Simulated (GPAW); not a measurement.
**Pressure against volume in zinc-blende BP (space group 216) (GPAW, PBEsol)**

```xyz
2
Lattice="0.0000 2.2041 2.2041 2.2041 0.0000 2.2041 2.2041 2.2041 0.0000" Properties=species:S:1:pos:R:3 pbc="T T T"
B      0.0000     0.0000     0.0000
P      3.3061     3.3061     3.3061
```

Method of the run: PBEsol, GPAW PAW datasets PBEsol (made by gpaw-setup) (plane waves; GPAW). Settings: mode = pw; ecut = 1040 eV; xc = PBEsol; kpts = 13 13 13; mesh shift (steps) = 0 0 0; occupations.name = fermi-dirac; occupations.width = 0.01 eV; nbands = -6; convergence.density = 1e-05 e/electron; convergence.energy = 1e-05 eV/electron; convergence.bands = -4; symmetry.symmorphic = false; symmetry.tolerance = 0.0005; maxiter = 150. The cell above is the first row's. The rows scale it uniformly. In all rows fractional positions and the k mesh are held.

```csv
V (Å^3/atom),P (GPa)
10.708,?
10.940,10.49
11.173,6.26
11.406,2.43
11.639,-1.05
11.871,-4.21
12.104,-7.09
12.337,-9.69
12.570,-12.06
```

The 8 complete rows are fitted with a cubic, P against V. With u = V - 11.8, the rows have u = -0.8600, -0.6270, -0.3940, -0.1610, 0.0710, 0.3040, 0.5370, 0.7700. Least squares gives P = -3.278 - 13.3309·u + 2.7878·u² - 0.3741·u³. Residuals (row less fit): 0.004, -0.009, 0.000, 0.008, 0.001, -0.007, 0.001, 0.001; standard error 0.007 (degrees of freedom: 4). The fitted pressure is zero at V0 = 11.57, where dP/dV = -14.70, so B0 = -V0·dP/dV = 170 GPa.

Task: Predict the withheld P at V = 10.708 from the fit, and compare with the calculation.

Result: u = -1.0920, so P = -3.278 - 13.3309 × (-1.0920) + 2.7878 × (-1.0920)² - 0.3741 × (-1.0920)³ = 15.091 GPa. The calculation gives 15.14 GPa, 0.049 GPa above the prediction (0.2 % of the range of P in the table). The row lies outside the fitted rows, so this is an extrapolation. From the scatter of the fitted rows alone, a prediction at this place has a standard error of 0.018 GPa, so the miss is 2.7 times that.

Carrying the step between the two nearest rows on in a straight line would have given 14.70, off by 0.44; series whose last step already gives the withheld value aren't shown. The scan was laid around a cell of about the measured size, scaled by a guess for this functional. The runs keep the symmetry of the cell, so they don't test it for distortions. Cutoffs and mesh are single choices, not tested for convergence of this quantity. Series with a scatter that would blur these digits, or in which a gap closes, are not shown.
